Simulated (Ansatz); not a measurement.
# CoSi2: pressure series

The reference is CoSi$_{2}$ (space group Fm-3m, No. 225; a = 5.360 Å; non-magnetic).

Cell and atoms are relaxed at each pressure.

All numbers come from Kohn–Sham DFT with the PBE functional, run in Ansatz (a first-principles code) with PAW and 420 eV plane waves, without spin-orbit coupling, earlier PAW set.

Notes on the quantities. enthalpy: H = E + PV relative to the base's energy.

```csv
variant,lattice parameter a,enthalpy
base,5.360 Å,–
pressure −2 GPa,5.381 Å,-0.16 eV/atom
pressure −1 GPa,5.370 Å,-0.08 eV/atom
pressure 0.3 GPa,(withheld),+0.02 eV/atom
pressure 0.7 GPa,5.353 Å,+0.06 eV/atom
pressure 1.5 GPa,5.346 Å,+0.12 eV/atom
pressure 3 GPa,5.332 Å,+0.24 eV/atom
pressure 5 GPa,5.313 Å,+0.40 eV/atom
pressure 7.5 GPa,5.292 Å,+0.59 eV/atom
pressure 10 GPa,(withheld),+0.78 eV/atom
```

Question: Complete the table.

Answer: 
- pressure 0.3 GPa, lattice parameter a: 5.357 Å
- pressure 10 GPa, lattice parameter a: 5.272 Å

Load acts through the strain it causes; cell and atoms are relaxed under it. Stability against distortions was not tested. No other phases were tried under pressure. Seeded moments were not kept for the base. The final runs are not spin-polarised. An odd electron count without spin: CoSi2.
